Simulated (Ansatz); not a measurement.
## Ru: response to strain

Start from Ru in the hcp (Mg type) structure (space group P6_3/mmc, No. 194; a = 2.704 Å, c = 4.263 Å; relaxed with 0.1 eV smearing). Axes: x lies along a and z along c of the hexagonal cell.

Strains are applied to the cell and any free atomic positions relax; under biaxial strain the out-of-plane vector relaxes too.

Method: r2SCAN (Ansatz, an electronic-structure program), spin-orbit coupling left out.

Notes on the quantities. in-plane stress: mean in-plane stress (compression positive).

| change | out-of-plane strain | in-plane stress |
|---|---|---|
| biaxial strain −3.00 %, plane normal [001], relaxed out of plane | +1.66 % | +25.2 GPa |
| biaxial strain −2.50 %, plane normal [001], relaxed out of plane | +1.38 % | +20.4 GPa |
| biaxial strain −2.00 %, plane normal [001], relaxed out of plane | +1.10 % | +15.8 GPa |
| biaxial strain −1.50 %, plane normal [001], relaxed out of plane | +0.82 % | +11.5 GPa |
| biaxial strain −1.00 %, plane normal [001], relaxed out of plane | +0.55 % | +7.4 GPa |
| biaxial strain −0.50 %, plane normal [001], relaxed out of plane | ___ | ___ |

### Question
Some entries are withheld; estimate them.

### Answer

- biaxial strain −0.50 %, plane normal [001], relaxed out of plane, out-of-plane strain: +0.27 %
- biaxial strain −0.50 %, plane normal [001], relaxed out of plane, in-plane stress: +3.6 GPa

No phonon test of stability was made. The final runs are not spin-polarised.
